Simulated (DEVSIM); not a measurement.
Structure: abrupt Si n-p junction, at 300 K.

Layer 1 from the left is Si, thickness (μm) 0.420, Nd (cm⁻³) 8.7e17, τn (s) 0.00075, τp (s) 0.00075. Layer 2 from the left is Si, thickness (μm) 9.20, Na (cm⁻³) 2.6e15, τn (s) 0.00075, τp (s) 0.00075.

Left contact: ohmic. Right contact: ohmic. Voltage is applied to the left contact. Recombination: SRH at mid-gap, radiative, Auger. Mobility is μmin + (μ − μmin)/(1 + (N/Nref)^α).

This is a model device: material constants are rounded textbook-type values typed into the input, and sizes, dopings and lifetimes were drawn at random. Values at 300 K.

Si: gap (eV) 1.124, affinity (eV) 4.05, permittivity 11.7, Nc (cm⁻³) 2.86e19, Nv (cm⁻³) 3.1e19, μn (cm²/Vs) 1417, μp (cm²/Vs) 470, μn,min 52, μp,min 45, Nref,n 9.7e16, Nref,p 2.2e17, αn 0.68, αp 0.72, B (cm³/s) 4.7e-15, Cn (cm⁶/s) 2.8e-31, Cp (cm⁶/s) 9.9e-32.

Task: Estimate by hand the built-in potential, the peak field at zero bias, the capacitance at 3 V, and compare with a numerical solution.

Result: 
- Built-in potential: ni = √(Nc Nv) exp(−Eg/2kT) = 1.08e10 cm⁻³ with Eg = 1.124 eV; Vbi = kT/q ln(Na Nd/ni²) = 0.791 V; numerical 0.791 V.
- Peak field at zero bias: depletion approximation: W = √(2εVbi/(qN)) = 0.628 μm with N = 2.59e15 cm⁻³; field = 2Vbi/W = 25200 V/cm; numerical 54400 V/cm (estimate below by 54 %).
- Capacitance at 3 V: C = √(qεN / 2(Vbi + |V|)) = 7.53 nF/cm²; numerical 7.61 nF/cm² (estimate below by 0.98 %).

Model (solved in DEVSIM): 1D drift-diffusion, Boltzmann statistics, complete ionisation; no tunnelling, impact ionisation, image-force lowering or self-heating.
